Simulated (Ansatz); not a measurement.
Al: tensor shear ε_xy = +0.61 %

Take Al in the fcc (Cu type) structure (space group Fm-3m, No. 225; a = 3.992 Å; relaxed with 0.1 eV smearing) as the base. Axes: x, y, z lie along the cube axes.

The change: a pure shear with ε_xy = ε_yx = 0.0061; the atoms relax in the strained cell.

Level of theory: r2SCAN in Ansatz (plane waves to 500 eV, PAW, without spin-orbit coupling), earlier PAW set. Γ-centred 28×28×28 mesh, Fermi–Dirac width 0.1 eV.

```json
[
 {"quantity": "volume per atom", "base": "15.91 Å³", "changed": "15.91 Å³", "shift": "0.00 Å³"},
 {"quantity": "space group", "base": "Fm-3m (No. 225)", "changed": "Immm (No. 71)", "shift": "–"},
 {"quantity": "shortest interatomic distance", "base": "2.823 Å", "changed": "2.806 Å", "shift": "-0.017 Å"},
 {"quantity": "energy relative to the base (free energy F)", "base": "0 meV/atom", "changed": "+0.3 meV/atom", "shift": "+0.3 meV/atom"},
 {"quantity": "pressure (mean of the normal stresses, compression positive)", "base": "0.0 GPa", "changed": "0.0 GPa", "shift": "0.0 GPa"},
 {"quantity": "band gap", "base": "zero", "changed": "zero", "shift": "–"},
 {"quantity": "stress (xx, yy, zz, yz, xz, xy; compression positive)", "base": "–", "changed": "(0.0, 0.0, 0.0, 0.0, 0.0, -0.5) GPa", "shift": "–"}
]
```

Stability against distortions was not tested.

Ansatz is a first-principles code.
